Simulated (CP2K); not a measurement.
A working CP2K input for KBr (Fm-3m, 2 atoms in the cell) (DFT PBE, GPW, DZVP-MOLOPT-SR-GTH basis, GTH-PBE potentials (GTH_POTENTIALS)):

```
&GLOBAL
  PROJECT kbr
  RUN_TYPE ENERGY_FORCE
  PRINT_LEVEL MEDIUM
&END GLOBAL
&FORCE_EVAL
  METHOD Quickstep
  STRESS_TENSOR ANALYTICAL
  &DFT
    BASIS_SET_FILE_NAME BASIS_MOLOPT
    POTENTIAL_FILE_NAME GTH_POTENTIALS
    &QS
      METHOD GPW
      EPS_DEFAULT 1E-10
    &END QS
    &MGRID
      CUTOFF 500
      REL_CUTOFF 50
      NGRIDS 5
    &END MGRID
    &SCF
      SCF_GUESS ATOMIC
      EPS_SCF 1E-6
      MAX_SCF 100
      ADDED_MOS 4
      &DIAGONALIZATION
        ALGORITHM STANDARD
      &END DIAGONALIZATION
      &MIXING
        METHOD BROYDEN_MIXING
        ALPHA 0.4
        NBUFFER 10
        BETA 1.5
      &END MIXING
      &SMEAR ON
        METHOD GAUSSIAN
        SIGMA [eV] 0.05
      &END SMEAR
    &END SCF
    &KPOINTS
      SCHEME MONKHORST-PACK 5 5 5
    &END KPOINTS
    &XC
      &XC_FUNCTIONAL PBE
      &END XC_FUNCTIONAL
    &END XC
    &PRINT
      &MO
        EIGENVALUES T
        OCCUPATION_NUMBERS T
        NDIGITS 8
        FILENAME mo
        &EACH
          QS_SCF 0
        &END EACH
        ADD_LAST NUMERIC
      &END MO
      &MULLIKEN ON
      &END MULLIKEN
    &END PRINT
  &END DFT
  &SUBSYS
    &CELL
      A 4.56180600 0.00000000 0.00000000
      B 2.28090300 3.95064000 0.00000000
      C 2.28090300 1.31688000 3.72469900
      PERIODIC XYZ
    &END CELL
    &COORD
      SCALED
      K        0.00000000     0.00000000     0.00000000
      Br       0.50000000     0.50000000     0.50000000
    &END COORD
    &KIND K
      BASIS_SET DZVP-MOLOPT-SR-GTH-q9
      POTENTIAL GTH-PBE-q9
    &END KIND
    &KIND Br
      BASIS_SET DZVP-MOLOPT-SR-GTH-q7
      POTENTIAL GTH-PBE-q7
    &END KIND
  &END SUBSYS
  &PRINT
    &FORCES ON
    &END FORCES
    &STRESS_TENSOR ON
    &END STRESS_TENSOR
  &END PRINT
&END FORCE_EVAL
```

The run converged in 14 iterations: free energy E − TS -1137.5669 eV; top of the valence band (on the code's own zero) 0.43 eV; gap on the k-point mesh 4.72 eV; pressure 2.31 GPa. Each of these slips is then made, one at a time:

(1)
```diff
+    &POISSON
+      PERIODIC NONE
+      POISSON_SOLVER MT
+    &END POISSON
```

(2)
```diff
-      CUTOFF 500
+      CUTOF 500
```

Task: Predict the outcome of each change.

Result: 
(1) A Poisson solver that does not fit the cell's periodicity. The run converged in 17 iterations without an error; against the sound input the free energy goes up by 55.1 eV/atom, the pressure goes from 2.31 to -646.2 GPa and the gap on the mesh goes from 4.718 to 0.169 eV. The full log also holds: “WARNING in pw_env_methods.F:755 :: The selected periodicities in the  sections &CELL and &POISSON do not match”.

(2) A keyword that the program does not know. The program stopped before any SCF iteration, with the message: found an unknown keyword CUTOF in section MGRID input/input_parsing.F:253.

The starting cell comes from a database of computed structures (which also holds hypothetical and non-ambient phases and stackings), without a prior relaxation at this level. Its lattice was rescaled by a random factor within 2.5 % of one. Values carry the incompleteness of an atom-centred basis.

Left out of this page: 4 runs of the series outside the window shown, repeating another row's setting, or not comparable; 1 run of the series held back from this collection.
